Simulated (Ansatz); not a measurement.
How far to go with the plane-wave cutoff: TiB2Mo (Amm2, 4 atoms in the cell)

```xyz
4
Lattice="3.0671 0.0000 0.0000 0.0000 1.5808 4.2005 0.0000 -1.5808 4.2005" Properties=species:S:1:pos:R:3 pbc="T T T"
Ti     0.0000     0.0000     1.2875
B      1.5336     0.0000     4.6941
B      0.0000     0.0000     3.6960
Mo     1.5336     0.0000     7.1746
```

Method of the run: PBEsol, default PAW files made with PBE (plane waves; Ansatz, a quantum-chemistry and plane-wave program).

Base settings: basis.ecutwfc = 420 eV; kpoints.mp_grid.grid = 9 9 9; hamiltonian.xc = pbesol; hamiltonian.pseudopotentials = {kind: paw} (the program's default PAW files); scf.occupations.method = gaussian; scf.occupations.width = 0.1 eV.

The second cell is the first with its lattice scaled by 0.98.

The mesh stays at the base's, so the ladder's end is converged at best in this setting alone.

The first pressure column holds Ansatz's estimate of the finite-basis (Pulay) stress, which hides part of the cutoff error; the other is without it.

Only quantities that move along the ladder and can be compared are tabulated.

The count of work is k-points × plane waves × bands × iterations; it is no time. 

The starting cell comes from a database of computed structures (which also holds hypothetical and non-ambient phases and stackings), without a prior relaxation at this level. Its lattice was rescaled by up to half a per cent. One atom was moved a little off its site on purpose. Spin polarisation is off.

| basis.ecutwfc | free energy less the last step's (meV/atom) | energy of the compressed cell less the first (meV/atom) | pressure (GPa) | pressure without the Pulay estimate (GPa) | largest difference of a force vector from the last step's (eV/Å) | count of work / last |
|---|---|---|---|---|---|---|
| 145 eV | 12548.41 | -147.18 | -38.42 | -552.60 | 2.771 | 0.063 |
| 170 eV | 6314.07 | -36.21 | -14.35 | -335.22 | 0.789 | 0.092 |
| 190 eV | 3492.36 | 17.64 | 1.31 | -213.06 | 0.435 | 0.11 |
| 210 eV | 1858.02 | 36.95 | 0.23 | -130.81 | 0.691 | 0.11 |
| 230 eV | 968.36 | 29.33 | -0.91 | -78.79 | 0.381 | 0.13 |
| 250 eV | 487.76 | 31.28 | -1.11 | -46.23 | 0.115 | 0.14 |
| 295 eV | 87.93 | 27.23 | -1.88 | -12.79 | 0.078 | 0.16 |
| 335 eV | 17.95 | 24.15 | -2.48 | -4.92 | 0.016 | 0.20 |
| 380 eV | 3.73 | 23.90 | -2.51 | -2.96 | 0.006 | 0.22 |
| 420 eV | 1.35 | 23.86 | -2.52 | -2.65 | 0.001 | 0.27 |
| 460 eV | 0.71 | 23.82 | -2.53 | -2.58 | 0.000 | 0.31 |
| 505 eV | 0.47 | 23.81 | -2.54 | -2.55 | 0.000 | 0.35 |
| 565 eV | 0.36 | 23.79 | -2.54 | -2.55 | 0.000 | 0.43 |
| 630 eV | 0.24 | 23.78 | -2.54 | -2.55 | 0.000 | 0.49 |
| 735 eV | 0.09 | 23.78 | -2.54 | -2.55 | 0.000 | 0.61 |
| 840 eV | 0.04 | 23.78 | -2.54 | -2.55 | 0.000 | 0.76 |
| 1010 eV | 0.00 | 23.78 | -2.54 | -2.54 | 0.000 | 1.0 |

Coarsest basis.ecutwfc that holds the free energy within 5 meV/atom of the last step, with all finer ones: 380 eV, at 0.22 of the last step's count of work; the step before is off by 18 meV/atom.

Coarsest basis.ecutwfc that holds the forces within 0.01 eV/Å of the last step, with all finer ones: 380 eV, at 0.22 of the last step's count of work; the step before is off by 0.016 eV/Å.

Coarsest basis.ecutwfc that holds the pressure within 0.05 GPa of the last step, with all finer ones: 380 eV, at 0.22 of the last step's count of work; the step before is off by 0.06 GPa.

The energy difference between the two cells stays within 1 meV/atom of the last step's from 335 eV on, the total only from 460 eV on: much of the error is common to both cells and cancels.

At the lowest cutoff the pressure without the Pulay estimate lies 550 GPa under the last step's, the usual sign of Pulay stress in an incomplete plane-wave basis.

Keys are those of Ansatz 0.2.
